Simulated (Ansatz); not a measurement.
# BN: energy against strain

BN (zinc blende, F-43m, 5.879 Å³/atom at rest) under an equal strain ε in the (001) plane with the normal axis free, as in a coherent film. r2SCAN in Ansatz, a plane-wave DFT program (PAW, default set), 500 eV, 16×16×16 Γ-centred mesh, Fermi-Dirac smearing 0.05 eV; ions are relaxed within the symmetry of each cell.

Here s stands for strain and y for E less E0.

```csv
strain (%),E less E0 (meV/atom)
-1.50,7.88
-1.00,3.47
-0.50,0.86
0.00,0.00
0.50,0.84
1.00,3.32
1.50,7.40
3.00,?
```

### Question
Using a parabola, estimate the missing y at s = 3.00 from the other rows, showing the fit.

### Answer
Least squares gives y = 0.000 - 0.1257·s + 3.3952·s². Residuals (row less fit): 0.052, -0.051, -0.052, 0.000, 0.054, 0.050, -0.051; standard error 0.063 (degrees of freedom: 4). Twice the quadratic coefficient over the volume, 2 × 3.3952 meV × 10⁴ × 0.1602 / 5.879 Å³, is twice the biaxial elastic modulus of this plane = 1850 ± 15 GPa. At the withheld row, y = 0.000 - 0.1257 × 3.0 + 3.3952 × 3.0² = 30.180 meV/atom. The calculation gives 28.71 meV/atom, 1.470 meV/atom below the prediction (5.1 % of the range of y in the table). The row lies outside the fitted rows, so this is an extrapolation. From the scatter of the fitted rows alone, a prediction at this place has a standard error of 0.242 meV/atom, so the miss is 6.1 times that.

One order more, fitted to all 13 runs of the series, follows each within 0.01, so the miss is the next term of a smooth law. Rows are the converged runs of the series near zero and its far end; series whose fitted rows scatter by over a few per cent of the range, as at a crossing or softening among them, aren't shown in this form. Most that stay on the fit to the last digits aren't either.
